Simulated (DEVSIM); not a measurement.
Structure: Ti/Al2O3/n-Ge capacitor, at 300 K.

```csv
layer (left to right),material,thickness (nm),Nd (cm⁻³)
1,Al2O3,3.40,-
2,Ge,16000,1.4e15
```

Metal gate on the left, work function 4.33 eV. Fixed charge at the semiconductor interface 0 cm⁻² (in units of +e); no interface traps.

The device is made up for the run: typed textbook-type constants, with dimensions and the other settings drawn at random. Values at 300 K.

| parameter | Al2O3 | Ge |
|---|---|---|
| gap (eV) | 6.8 | 0.664 |
| affinity (eV) | 1.35 | 4 |
| permittivity | 9 | 16 |
| Nc (cm⁻³) | - | 1.04e19 |
| Nv (cm⁻³) | - | 6e18 |

Model (solved in DEVSIM): 1D Poisson equation in equilibrium, Boltzmann statistics, complete ionisation; no quantum confinement or tunnelling. Metal contacts follow the ideal Schottky-Mott rule: no Fermi-level pinning, no interface dipoles.

Base results: threshold voltage (band bending 2φF) (V) -0.12; flat-band voltage (V) 0.10; capacitance of the dielectric stack (μF/cm²) 2.34.

Problem. What follows from this one change: Al2O3 thickness 0.0034 → 0.0024 μm?

Solution. threshold voltage (band bending 2φF) little changed (-0.12 V); flat-band voltage little changed (0.10 V); capacitance of the dielectric stack 2.34 → 3.32 μF/cm².

Problem. What follows from this one change: gate work function 4.33 → 4.48 eV?

Solution. threshold voltage (band bending 2φF) -0.12 → 0.03 V; flat-band voltage 0.10 → 0.25 V; capacitance of the dielectric stack little changed (2.34 μF/cm²).

Problem. What follows from this one change: fixed charge 0 → 1.485e+12 cm^-2?

Solution. threshold voltage (band bending 2φF) -0.12 → -0.22 V; flat-band voltage 0.10 → 0.00 V; capacitance of the dielectric stack little changed (2.34 μF/cm²).
